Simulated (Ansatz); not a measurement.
Cost and result by functional for the adsorption energy of F on the 1x1 (100) surface of monoclinic HfO2 (cut with top plane 2 O), one in a 1x1 cell, started at the site 'over Hf at depth 1.0 Å', in Ansatz (plane waves, PAW). Single points on the PBE structure, on one kind of machine; costs are rough ratios of the slab run's core time (references not counted) to the cheapest single point. r2SCAN's cost holds its higher cutoff (500 against 420 eV). Differences are taken against r2SCAN for comparison alone: no measured value is at hand, so the table doesn't rank accuracy. The points keep PBE's geometry, so the relaxation of a polaron and the settling of charge on one site are left out.

Host crystal: monoclinic HfO2, with a band gap (PBE, scalar-relativistic without spin-orbit coupling).

Set-up: 25 atoms, 9.3 Å thick at the start under the adsorbate (thin: gaps and levels are the slab's own); mesh 4x4x1; 0.01 eV smearing; dipole correction on; 12 atoms held, the rest relaxed; no symmetry held; spin-polarised, ending with about 1.0 μB a cell, a value that depends on the mesh; orders that need a larger cell were not tried, no spin-orbit, no U, no dispersion correction. The slab shows no gap over 0.04 eV on its mesh. At the end it is bonded to Hf. In PBE it is, or lies within 0.03 eV of, the lowest of the starts that converged. These notes are the PBE run's. r2SCAN: The program's check for a lower electronic state was not made. Adsorption energies are against ½ F2(g). A negative adsorption energy means that the adsorbate is more stable on the surface than in its reference.

```csv
functional,relative cost,adsorption energy (eV),less r2SCAN (eV)
RPBE,1,-1.74,0.19
r2SCAN,2,-1.94,0.00
PBE (the relaxed run's value),–,-1.81,0.13
```

The values span 0.19 eV, while the single points' costs differ by a factor of roughly 2. Differences are of unrounded values.

Ansatz is a program for electronic structure.
